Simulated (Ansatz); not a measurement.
We consider Al₃BC₃ (P6₃/mmc, No. 194, 14 atoms in the cell; start mp-1214836), described by LDA (PAW; Ansatz, a first-principles code).

Run with plane-wave cutoff 520 eV, 12×12×2 k mesh (along the axes of the cell as run), Fermi–Dirac smearing 0.01 eV, scalar-relativistic PAW data made under PBE.

The cell is the one relaxed with PBEsol. Conventional cell: a = 3.4115 Å, b = 3.4115 Å, c = 15.7911 Å, α = 90.00°, β = 90.00°, γ = 120.00°.

```
CELL_PARAMETERS angstrom
      3.41152     0.00000     0.00000
     -1.70576     2.95446     0.00000
      0.00000     0.00000    15.79106
ATOMIC_POSITIONS crystal
  Al 0.00000 0.00000 0.25000
  Al 0.00000 0.00000 0.75000
  Al 0.33333 0.66667 0.12212
  Al 0.66667 0.33333 0.87788
  Al 0.66667 0.33333 0.62212
  Al 0.33333 0.66667 0.37788
  B  0.00000 0.00000 0.00000
  B  0.00000 0.00000 0.50000
  C  0.33333 0.66667 0.25000
  C  0.66667 0.33333 0.75000
  C  0.00000 0.00000 0.09126
  C  0.00000 0.00000 0.90874
  C  0.00000 0.00000 0.59126
  C  0.00000 0.00000 0.40874
```

**Question.** List the 36 lowest band energies at Γ above −25 eV (eV, relative to the valence band maximum), grouping those that round alike.

**Answer.** At Γ: -13.49, -13.14, -12.97, -12.09, -11.58, -10.78, -7.39, -6.29, -5.21, -3.82, -2.00 (×2), -1.91 (×2), -1.66, -1.06 (×2), -0.91, -0.62 (×2), -0.40 (×2), 0.00 (×2), 3.11, 3.28, 4.21, 4.64, 4.92, 5.88, 5.92 (×4), 7.09 (×2).

Note: cell and atoms aren't relaxed at this level (pressure -3.8 GPa).

A start named mp-… is a Materials Project structure, which need not be a measured phase.
